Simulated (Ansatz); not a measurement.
Abridged Ansatz (a first-principles code) output:

```
Relaxation: its limit of steps is 50 (relax.max_steps)
Pseudopotential: Si, paw, valence charge 4
Crystal: 2 atoms, lattice volume = 39.207 Å³
Basis set: ecut = 420 eV, 749 PW (Γ), exchange–correlation on 54×54×54 points (8 copies of the dense FFT grid, shifted against one another)
Bands: 8, of which v1, the nominal top of the filled ones, is band 4 counted from 1 (3 counted from 0)
Symmetry: 16 space group operations
k-points: 126 of 1331
Functional: x = pbesol(κ = 0.804, μ = 0.12345679012345678), c = pbesol(β = 0.046)
SCF iter   1: F=—  HF=-1242.974869 eV  |F-HF|=—  |Δ(HF+E_count)|=         —  Δρ=2.65e-3  dr2=2.88e-3  ethr=1.77e-3  ⟨swp⟩=6.0  Hψ=9001  notcnv=0
SCF iter   2: F=—  HF=-1242.974615 eV  |F-HF|=—  |Δ(HF+E_count)|=   2.54e-4  Δρ=1.02e-3  dr2=3.50e-4  ethr=3.60e-5  ⟨swp⟩=2.1  Hψ=2359  notcnv=0
SCF 1 converged in 6 iterations: F = -1242.974618 eV  dr2 = 5.24e-11
relax step   1: F+E_penalty+E_count = -1242.97461825 eV  Δ(F+E_penalty+E_count) = +0.000e0 eV  max|allowed force component| = 5.551e-17 eV/Å  Δτ_max = 0.0000 Å  P = +2.214 GPa  Ω = 39.207 Å³  fix = [a, b, gamma]  reactions: a +2.949, b +2.949 GPa  (6 SCF iters, dr2 threshold 1.00e-7 eV, accepted)
[... steps on the carried basis left out ...]
relax step   3: F+E_penalty+E_count = -1242.97498013 eV  Δ(F+E_penalty+E_count) = -8.882e-7 eV  max|allowed force component| = 1.084e-16 eV/Å  Δτ_max = 0.0000 Å  P = +1.765 GPa  Ω = 39.376 Å³  energy of the carried Pulay correction = -3.182e-5 eV  fix = [a, b, gamma]  reactions: a +2.647, b +2.647 GPa  (3 SCF iters, dr2 threshold 1.43e-8 eV, accepted)
Crystal: 2 atoms, lattice volume = 39.376 Å³
SCF iter   1: F=—  HF=-1242.975007 eV  |F-HF|=—  |Δ(HF+E_count)|=         —  Δρ=4.67e-6  dr2=1.60e-9  ethr=8.51e-8  ⟨swp⟩=3.0  Hψ=11994  notcnv=0
SCF iter   2: F=—  HF=-1242.975011 eV  |F-HF|=—  |Δ(HF+E_count)|=   4.26e-6  Δρ=2.37e-6  dr2=4.22e-10  ethr=2.00e-11  ⟨swp⟩=2.2  Hψ=1547  notcnv=0
SCF 4 converged in 5 iterations: F = -1242.975011 eV  dr2 = 6.65e-14
SCF converged after 5 iterations
Free energy (F): -1242.975011 eV
Internal energy: -1242.974886 eV  (E = F + TS)
E sigma→0 (E₀):  -1242.974949 eV
Entropy (-TS):   -0.000126 eV (-0.063 meV/atom)
Fermi energy:    6.561775 eV
--- Forces (eV/Å), atoms counted from 1 ---
  atom   1  Si    -0.00000000     0.00000000     0.00000000
  atom   2  Si     0.00000000    -0.00000000    -0.00000000
--- Stress (GPa, compression-positive) ---
        2.647878       0.000000      -0.000000
        0.000000       2.647878       0.000000
       -0.000000       0.000000       0.003518
  P = ⅓ Tr σ = 1.7664 GPa (17.664 kbar)
--- Relaxed structure (3 steps of the walk, 3 accepted, 1 SCFs on fresh bases) ---
  cell:  # Å, volume = 39.3760 Å³
    - [3.7846154565, 1.578548434984654e-22, -3.4565780119410646e-11]
    - [1.5785484165971693e-22, 3.7846154565, 3.456577991808566e-11]
    - [1.892307728275108, -1.892307728275108, 2.7490828140178922]
  atoms:
    - { symbol: Si, position: [-8.10363255178387e-35, -2.0740458228023278e-35, 2.638494347780536e-34] }
    - { symbol: Si, position: [0.7500000000000003, 0.7500000000000002, 0.5000000000000001] }
```

Task: What was computed, and what are the main results?

Result: Si, 2 atoms in the cell, with PBEsol in Ansatz (plane waves to 420 eV, PAW, spin-orbit coupling left out). The last SCF converged to F = -1242.975011 eV, or -621.4875 eV per atom, at a pressure of 1.77 GPa. The total energy compares only with runs of the same code, potentials and settings.

The cells carry an imposed strain or load. Whether these cells are dynamically stable was not tested. The cell was made from Si in the diamond structure (space group Fd-3m, No. 227) by this change: biaxial strain −1.50 %, plane normal [001], relaxed out of plane.

Keys are those of Ansatz 0.2.
